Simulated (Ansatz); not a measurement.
The starting structures come from a database of crystals and need not be the phases stable at ambient conditions.

By PBEsol, the system below comes out a metal.

A figure of merit of an interconnect metal is its ballistic conductance per area.

Consider the following.

```
CELL_PARAMETERS angstrom
      2.93919     0.00000     0.00000
     -1.46960     2.54541     0.00000
      1.46960     0.84847     5.10214
ATOMIC_POSITIONS crystal
  Mo 0.51422 0.75711 0.72867
  Mo 0.48578 0.24289 0.27133
  N  0.00000 0.00000 0.00000
```

Space group of this cell: R-3m. The cell is strained (all lengths scaled by 1.02); by PBEsol its mean pressure is -22.9 GPa.

The current flows along the normal of the first two printed cell vectors, the (001) plane of the conventional cell. No spin-orbit coupling; the value is a mean over 0.1 eV about the Fermi level.

Give the ballistic conductance per area that Ansatz (a quantum-chemistry and plane-wave program) with PBEsol yields.

0.63 × 10¹⁵ S/m² for both spins.
